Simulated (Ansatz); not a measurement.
Response to strain in ZnSe

The parent structure is ZnSe in the zinc blende structure (space group F-43m, No. 216; a = 5.6655 Å).

Strains are applied to the cell and any free atomic positions relax.

Method: Ansatz (a quantum-chemistry and plane-wave program), r2SCAN, PAW, cutoff 500 eV, spin-orbit coupling left out.

```json
[
 {"isotropic strain (%)": "-1.54", "band gap (eV)": "2.07"},
 {"isotropic strain (%)": "-0.49", "band gap (eV)": "1.93"},
 {"isotropic strain (%)": "0", "band gap (eV)": "1.87"},
 {"isotropic strain (%)": "0.87", "band gap (eV)": "?"},
 {"isotropic strain (%)": "3.34", "band gap (eV)": "1.46"}
]
```

**Question.** Fit E_g = E₀ + Dε (ε in %) to the rows shown and predict the withheld row.

**Answer.** Least squares on the printed values gives E₀ = 1.87 eV, D = -124 meV per % of strain (largest residual 0.01 eV); this predicts 1.77 eV, and the run gives 1.76 eV, in agreement.

Whether these cells are dynamically stable was not tested.
